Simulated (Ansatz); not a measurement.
Take Cd in the hcp (Mg type) structure (space group P6_3/mmc, No. 194; a = 3.016 Å, c = 5.819 Å) as the base.

Level of theory: PBE/PAW in Ansatz (an electronic-structure program), no spin-orbit coupling.

One change was made to it. Results:

```tsv
quantity	base	after
volume per atom	22.92 Å³	16.80 Å³
c/a ratio	1.929	1.660
```

Task: Which change produced these results?
A. pressure 30 GPa
B. pressure 9 GPa
C. pressure 2.1 GPa

Result: A, pressure 30 GPa. For comparison, the volume per atom in the other runs: pressure 9 GPa gives 19.75 Å³; pressure 2.1 GPa gives 21.79 Å³.

Load acts through the strain it causes; cell and atoms are relaxed under it. No phonon test of stability was made. Competing high-pressure phases were not computed.
